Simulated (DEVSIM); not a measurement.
Device: abrupt Si n-p junction, at 300 K.

Layer 1 from the left is Si, thickness (μm) 49.0, Nd (cm⁻³) 7.6e18, τn (s) 0.00071, τp (s) 0.00071. Layer 2 from the left is Si, thickness (μm) 170, Na (cm⁻³) 3.1e16, τn (s) 0.00071, τp (s) 0.00071.

Left contact: ohmic. Right contact: ohmic. Voltage is applied to the left contact. Recombination: SRH at mid-gap, radiative. Mobility is constant in doping.

Constants are typed, rounded textbook-type inputs, not results; the design itself was drawn at random and stands for no fabricated device. Values at 300 K.

Si: gap (eV) 1.124, affinity (eV) 4.05, permittivity 11.7, Nc (cm⁻³) 2.86e19, Nv (cm⁻³) 3.1e19, μn (cm²/Vs) 1417, μp (cm²/Vs) 470, B (cm³/s) 4.7e-15.

DEVSIM, 1D drift-diffusion, Boltzmann statistics, complete ionisation; no tunnelling, impact ionisation, image-force lowering or self-heating.

Dark forward current:

| |V| (V) | |J| (A/cm²) |
|---|---|
| 0.15 | 4.650e-10 |
| 0.20 | 3.087e-9 |
| 0.25 | 2.097e-8 |
| 0.30 | 1.440e-7 |
| 0.35 | 9.931e-7 |
| 0.40 | 6.861e-6 |
| 0.45 | 4.744e-5 |
| 0.50 | 0.0003281 |
| 0.55 | 0.002269 |
| 0.60 | 0.01568 |
| 0.65 | 0.1080 |
| 0.70 | 0.7262 |
| 0.75 | 4.365 |
| 0.80 | 20.32 |
| 0.85 | 71.93 |
| 0.90 | 204.6 |
| 0.95 | 478.3 |
| 1.00 | 934.8 |
| 1.05 | 1586 |
| 1.10 | 2427 |

### Question
Work out the local ideality factor n = ΔV / (kT/q · ln(J2/J1)) between the rows 0.15 and 0.20 V, 0.45 and 0.50 V, 1.05 and 1.10 V.

### Answer
kT/q = 25.85 mV. From 0.15 to 0.20 V: ln(3.087e-9/4.650e-10) = 1.893, n = 1.02, near the 1 of diffusion or emission over a barrier. From 0.45 to 0.50 V: ln(0.0003281/4.744e-5) = 1.934, n = 1.00, near the 1 of diffusion or emission over a barrier. From 1.05 to 1.10 V: ln(2427/1586) = 0.425, n = 4.55.

### Question
Estimate the current at 0.40 V from the Shockley equation with J0 = Σ q ni² D/(N L) coth(W/L), τ joining the SRH, radiative and Auger lifetimes that are on, and W taken as the whole layer.

### Answer
ni² = 1.16e20 cm⁻⁶; holes in the n layer: μ = 470 cm²/Vs, D = 12.1 cm²/s, τ = 2.69e-5 s, L = 181 μm, W/L = 0.27, term 6.20e-15 A/cm²; electrons in the p layer: μ = 1420 cm²/Vs, D = 36.6 cm²/s, τ = 0.000643 s, L = 1540 μm, W/L = 0.11, term 1.30e-12 A/cm². J0 = 1.30e-12 A/cm², and J = J0 exp(qV/kT) = 6.83e-6 A/cm². The simulation gives 6.86e-6 A/cm², the same within the digits that matter. The estimate leaves out recombination in the depletion region and that region's share of W.
